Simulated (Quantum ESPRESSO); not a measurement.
Several settings converged on MgTl (P4mm, 2 atoms in the cell)

```yaml
crystal:
  lattice:
    - [3.61961, 0.00000, 0.00000]
    - [0.00000, 3.61961, 0.00000]
    - [0.00000, 0.00000, 3.61961]
  atoms:
    - { symbol: Mg, position: [0.00000, 0.00000, 0.01381] }
    - { symbol: Tl, position: [0.50000, 0.50000, 0.50000] }
```

Base method: LDA (PZ), GBRV 1.5 ultrasoft (LDA) pseudopotentials (plane waves; Quantum ESPRESSO).

Base settings: ecutwfc = 40 Ry; ecutrho = 200 Ry; occupations = smearing; smearing = gaussian; degauss = 0.0073499 Ry; potentials = {Mg: mg_lda_v1.4.uspp.F.UPF, Tl: tl_lda_v1.2.uspp.F.UPF}; K_POINTS = automatic 7 7 7 0 0 0; conv_thr = 1e-10 Ry.

The count of work is k-points × plane waves × bands × iterations; it is no time. Core times come from one kind of shared machine, to one figure; runs under 30 s give none.

**Shifted k-point meshes**

Only quantities that move along the ladder and can be compared are tabulated.

| K_POINTS | free energy less the last step's (meV/atom) | pressure (GPa) | largest difference of a force vector from the last step's (eV/Å) | count of work / last |
|---|---|---|---|---|
| automatic 2 2 2 1 1 1 | 1612.56 | 16.16 | 0.023 | 0.0015 |
| automatic 4 4 4 1 1 1 | -111.71 | -4.37 | 0.007 | 0.0073 |
| automatic 6 6 6 1 1 1 | 15.14 | -3.24 | 0.001 | 0.025 |
| automatic 8 8 8 1 1 1 | -4.60 | -2.74 | 0.002 | 0.049 |
| automatic 10 10 10 1 1 1 | 4.28 | -2.77 | 0.000 | 0.092 |
| automatic 12 12 12 1 1 1 | -0.69 | -2.87 | 0.000 | 0.17 |
| automatic 22 22 22 1 1 1 | 0.00 | -2.75 | 0.000 | 1.0 |

Coarsest K_POINTS that holds the forces within 0.01 eV/Å of the last step, with all finer ones: automatic 4 4 4 1 1 1, at 0.0073 of the last step's count of work; the step before is off by 0.023 eV/Å.

Coarsest K_POINTS that holds the pressure within 1 GPa of the last step, with all finer ones: automatic 6 6 6 1 1 1, at 0.025 of the last step's count of work; the step before is off by 1.6 GPa.

Coarsest K_POINTS that holds the free energy within 2 meV/atom of the last step, with all finer ones: automatic 12 12 12 1 1 1, at 0.17 of the last step's count of work; the step before is off by 4.3 meV/atom.

**The width of Fermi-Dirac smearing**

In this ladder: smearing = fermi-dirac; K_POINTS = automatic 12 12 12 0 0 0.

Narrow widths need finer meshes than wide ones, so the last steps can hold mesh noise.

Only quantities that move along the ladder and can be compared are tabulated; pressure and forces are left out, as mesh noise rules them at narrow widths.

```tsv
degauss	free energy less the last step's (meV/atom)	energy extrapolated to zero width less the last step's (meV/atom)	core time / last (rough)
0.073499 Ry	-659.80	3.52	1
0.036749 Ry	-156.70	3.53	0.8
0.02205 Ry	-51.28	1.54	1
0.0147 Ry	-18.82	1.02	0.8
0.0073499 Ry	0.00	0.00	1
```

Widest degauss that holds the energy extrapolated to zero width within 2 meV/atom: not settled: the last two steps still differ by 1.0 meV/atom, over half the tolerance, so the ladder does not show it.

Widest degauss that holds the free energy within 5 meV/atom: not settled: the last two steps still differ by 19 meV/atom, over half the tolerance, so the ladder does not show it.

The extrapolation to zero width removes most of the smearing's effect on the energy.

**The number of bands**

The mesh stays at the base's, so the ladder's end is converged at best in this setting alone.

Only quantities that move along the ladder and can be compared are tabulated.

| nbnd | free energy less the last step's (meV/atom) | pressure (GPa) | count of work / last |
|---|---|---|---|
| 12 | 16.21 | -2.52 | 1.3 |
| 13 | 0.00 | -3.44 | 0.37 |
| 14 | 0.00 | -3.43 | 0.36 |
| 16 | 0.00 | -3.42 | 0.36 |
| 22 | 0.00 | -3.42 | 0.50 |
| 44 | 0.00 | -3.42 | 1.0 |

Coarsest nbnd that holds the pressure within 0.1 GPa of the last step, with all finer ones: 13, at 0.37 of the last step's count of work; the step before is off by 0.90 GPa.

Coarsest nbnd that holds the free energy within 2 meV/atom of the last step, with all finer ones: 13, at 0.37 of the last step's count of work; the step before is off by 16 meV/atom.

On the base run: the starting cell comes from a database of computed structures (which also holds hypothetical and non-ambient phases and stackings), without a prior relaxation at this level. Its lattice was rescaled by up to half a per cent. One atom was moved a little off its site on purpose. In the base run, with a pressure of about -3 GPa the cell is away from its equilibrium volume at this level.

Left out of this page: 2 runs of the series outside the window shown, repeating another row's setting, or not comparable.
